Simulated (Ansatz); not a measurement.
Structure of amorphous Ti20O43B2 (periodic cell):

```xyz
65
Lattice="9.0688 0.1492 0.0568 0.1492 9.5157 -0.3641 0.0568 -0.3641 9.2683" Properties=species:S:1:pos:R:3 pbc="T T T"
Ti     0.4347     7.4133     0.7752
Ti     1.3655     4.2414     1.9882
Ti     2.6717     0.0458     6.0050
Ti     0.5132     1.8596     8.1554
Ti     3.2989     3.8835     9.0335
Ti     2.5294     4.3191     5.6375
Ti     8.6001     1.4184     2.0457
Ti     2.9502     0.2081     2.5568
Ti     8.8945     3.5406     4.4878
Ti     3.1436     7.9887     8.5626
Ti     5.5260     3.9053     6.3139
Ti     5.1164     1.4829     0.6932
Ti     4.8492     2.1308     4.0058
Ti     6.4095     5.2464     3.3761
Ti     7.2607     1.4521     5.7491
Ti     6.2482     6.0684     8.9927
Ti     9.1795     5.1270     7.7291
Ti     3.9740     6.7629     1.8458
Ti     7.0423     7.0141     5.6799
Ti     6.6734     8.8664     2.6560
O      5.0328     8.5161     2.0009
O      6.8629     8.9776     6.0294
O      5.4293     2.0509     6.1053
O      5.8912     0.2191     8.5257
O      1.6653     3.9620     3.8141
O      8.5037     6.3413     6.3273
O      6.2085     0.7070     4.1920
O      0.6937     5.8790     1.8021
O      2.4068     6.1005     5.5678
O      1.9571     8.2336     4.6608
O      1.9019     3.2045     0.3331
O      1.7152     5.1840     8.3368
O      2.5160     7.9197     1.4962
O      8.5651     1.7134     4.3345
O      8.9370     3.2468     2.2954
O      3.7334     4.0898     7.1582
O      1.3444     0.7903     2.5737
O      6.6982     1.1806     1.7486
O      3.6627     8.4972     6.8533
O      4.0786     1.8134     2.3640
O      0.0579     1.1736     0.3064
O      4.0382     3.6216     4.8025
O      5.8759     6.0031     1.6347
O      4.2633     6.9090    -0.1915
O      0.8241     3.7526     6.1266
O      8.1058     5.1046     3.8107
O      6.1732     4.6758     7.9602
O      3.2003     5.0481     1.4870
O      1.9725     1.3383     7.0171
O      7.4055     3.4063     5.7813
O      5.9815     3.5164     3.2816
O      8.3964     1.2232     7.1050
O      3.4523     0.3733     0.5505
O      5.8417     5.5377     5.2688
O      6.2558     7.3958     7.5345
O      8.4538     8.7310     1.8060
O      6.9116     7.4517     3.8278
O      8.1175     6.6844    -0.1645
O      1.3383     7.8418     8.5736
O      3.6152     6.7742     3.6510
O      8.6792     3.5793     8.5148
O      4.6969     3.0907     0.0346
O      3.5000     0.7120     4.4613
B      6.3587     8.7741     7.2950
B      2.6508     7.0439     4.6082
```

Computed with PBE, scalar-relativistic without spin-orbit coupling (plane waves to 420 eV, PAW; Ansatz, a program for electronic structure).

Preparation: random packing, a CHGNet melt and quench, and a DFT relaxation. O atoms were pushed apart under 1.9 Å during the dynamics, to hinder bonds among them. The hot cell started wider than the set density and was brought back towards it in steps. It is the lowest in DFT energy of 2 quenches. It is a model cell: composition and starting density were chosen by hand, and all elements were melted together. No dispersion term was used. Its density started from a set value of 3.47 and ended at 3.47 g/cm³. The simulated quench (nominally 300 K/ps over its main leg) is rapid and tends to freeze in more defects than a deposited or slowly cooled glass has. Values belong to this one cell and scatter from quench to quench. The volume was held where the preparation left it and the shape relaxed, at a PBE pressure of 2.3 GPa. Stress components on the final sampling reach 2.3 GPa. On a 2×2×2 Γ-centred mesh force components of up to 0.13 eV/Å stay, since the relaxation ran on the zone centre alone.

Neighbours within Ti-Ti 3.12 Å, Ti-O 2.46 Å, Ti-B 2.49 Å, O-O 1.58 Å, O-B 1.80 Å, B-B 1.97 Å count as bonded. Two cations that share two anions don't count as bonded, nor two that share one unless they lie closer than Ti-Ti 3.04 Å, Ti-B 2.42 Å, B-B 1.80 Å.

### Question
Give the coordination numbers, mean bond lengths and angles.

### Answer

```json
{
  "Mean coordination of Ti by anions": "5.30 (1 with 4, 12 with 5, 7 with 6)",
  "Mean coordination of O": "2.60 (18 with 2, 24 with 3, 1 with 4)",
  "Mean coordination of B by anions": "3.00 (2 with 3)",
  "Mean Ti-O bond": "1.952 Å (spread 0.140 Å, 106 counted)",
  "Mean O-B bond": "1.374 Å (spread 0.021 Å, 6 counted)",
  "Bond angle at Ti": "mean 105.3°, spread 27.4°",
  "Bond angle at O": "mean 119.8°, spread 20.0°",
  "Bond angle at B": "mean 120.0°, spread 5.6°"
}
```

### Question
List the pairs of like atoms that count as bonded by the rules above.

### Answer
There are none by these rules.
